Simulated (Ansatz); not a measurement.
## Effect of holes 1.0×10^22 cm⁻³ on Ge

Take Ge in the diamond structure (space group Fd-3m, No. 227; a = 5.675 Å) as the base.

Perturbation: hole doping at 1.0×10^22 cm⁻³ (0.457 per cell), with a uniform compensating background at fixed cell and a 300 K Fermi–Dirac width.

The values are results of r2SCAN/PAW in Ansatz (a quantum-chemistry and plane-wave program), no spin-orbit coupling, not measurements. k-mesh 23×23×23 (Γ-centred); smearing 0.0259 eV (Fermi–Dirac).

The gap between the host's bands drops by 0.043 eV to 0.31 eV and the gap character stays direct at Γ. The valley order (the lowest conduction-band minima on the path, energy above the VBM, named in the base's zone) goes from Γ 0.36 eV; L along ⟨111⟩ 0.43 eV; a point along ⟨100⟩, about 0.9 Å⁻¹ from Γ 0.79 eV to Γ 0.31 eV; L along ⟨111⟩ 0.53 eV; a point along ⟨100⟩, about 0.9 Å⁻¹ from Γ 1.00 eV and the Fermi level relative to the doped band's edge (positive inside the band; to 0.05 eV) amounts to +1.35 eV.

Cost of the whole job for the changed cell (relaxation, final SCF and bands): around 90 core-seconds (rough).

Charged cell with a jellium background: band edges are those of the host's band count, energies are not comparable with the neutral cell, and many-body gap narrowing is missing. Whether these cells are dynamically stable was not tested. The real Ge has an indirect gap at ambient pressure; r2SCAN orders its close-lying valleys differently.
